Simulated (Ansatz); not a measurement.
Base system: SiC in the zinc blende structure (space group F-43m, No. 216; a = 4.3563 Å).

Level of theory: Ansatz (a program for electronic structure), r2SCAN, PAW, cutoff 500 eV, no SOC.

Before the change:

* **Electron mass**: 0.64 mₑ along k, 0.23 mₑ across (at X)

The change: an isotropic linear strain of +0.54 %; the atoms relax in the strained cell.

### Question
How does this affect the electron mass, mean gap deformation potential ΔEg/Δln V and energy relative to the base?

### Answer
The electron mass changes from 0.64 mₑ along k, 0.23 mₑ across (at X) to 0.65 mₑ along k, 0.23 mₑ across (at X); the mean gap deformation potential ΔEg/Δln V is +0.7 eV; the energy increases by 1.9 meV/atom.

Effective masses come from finite differences of ±0.01 Å⁻¹. Along k means along the line from Γ to the band edge. Stability against distortions was not tested.
